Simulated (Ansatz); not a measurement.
AlB2-type TmSi2

Level of theory: PBEsol (Ansatz, a first-principles code, PAW).

Run with plane-wave cutoff 520 eV, 18×18×14 k mesh (along the axes of the cell as run), Fermi–Dirac smearing 0.05 eV, spin-polarised start, scalar-relativistic PAW data made under PBE.

Cell (relaxed at this level):

```cif
data_Si2Tm
_chemical_formula_sum 'Si2 Tm1'
_space_group_name_H-M_alt 'P6/mmm'
_space_group_IT_number 191
_space_group_name_Hall '-P 6 2'
_cell_length_a 4.00095
_cell_length_b 4.00095
_cell_length_c 3.82840
_cell_angle_alpha 90.000
_cell_angle_beta 90.000
_cell_angle_gamma 120.000
loop_
_atom_site_label
_atom_site_type_symbol
_atom_site_symmetry_multiplicity
_atom_site_Wyckoff_symbol
_atom_site_fract_x
_atom_site_fract_y
_atom_site_fract_z
_atom_site_occupancy
Si1 Si 2 d 0.33333 0.66667 0.50000 1
Tm1 Tm 1 a 0.00000 0.00000 0.00000 1
```

```json
{
  "band_gap": "none",
  "bulk_modulus": "79.1 GPa"
}
```

Note: the magnetic order was assumed, not searched for or taken from measurement; the relaxation could not lower the start's symmetry, so the cell can be a saddle point above a distorted one; the 4f shell is treated without U or exact exchange, so its levels and filling can be wrong; the bulk modulus is −V dP/dV from two relaxed cells at ±2 % in volume.

Spin–orbit coupling is not included; it can open a gap where bands touch, and shift volumes and moduli.

Static lattice: no zero-point or thermal effects.
